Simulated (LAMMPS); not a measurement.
System: a slab of Mo (bcc) cut on the (001) plane, one half shifted rigidly along [100] and [010] of the cubic cell, atoms relaxed along the normal alone.

Model: machine-learned potential (static), pair style snap, file Mo_Zuo_JPCA2020.snap, run in LAMMPS.

Fault energy γ (mJ/m²); x and y are the two shifts in Å.
```
y \ x  0.00  0.26  0.53  0.79  1.06  1.32  1.58  1.85  2.11  2.38  2.64  2.91  3.17
-----  ----  ----  ----  ----  ----  ----  ----  ----  ----  ----  ----  ----  ----
3.17      0   198   698  1370  2057  2553  2721  2553  2057  1370   698   198     0
2.91    198   428   955  1583  2199  2631  2773  2631  2199  1583   955   428   198
2.64    698   955  1436  1933  2409  2733  2832  2733  2409  1933  1436   955   698
2.38   1370  1583  1933  2264  2586  2818  2898  2818  2586  2264  1933  1583  1370
2.11   2057  2199  2409  2586  2774  2932  2994  2932  2774  2586  2409  2199  2057
1.85   2553  2631  2733  2818  2932  3037  3077  3037  2932  2818  2733  2631  2553
1.58   2721  2773  2832  2898  2994  3077  3106  3077  2994  2898  2832  2773  2721
1.32   2553  2631  2733  2818  2932  3037  3077  3037  2932  2818  2733  2631  2553
1.06   2057  2199  2409  2586  2774  2932  2994  2932  2774  2586  2409  2199  2057
0.79   1370  1583  1933  2264  2586  2818  2898  2818  2586  2264  1933  1583  1370
0.53    698   955  1436  1933  2409  2733  2832  2733  2409  1933  1436   955   698
0.26    198   428   955  1583  2199  2631  2773  2631  2199  1583   955   428   198
0.00      0   198   698  1370  2057  2553  2721  2553  2057  1370   698   198     0
```

Read from the full data:
- largest energy on the surface: 3110 mJ/m²
- largest energy on the line along [100]: 2720 mJ/m²
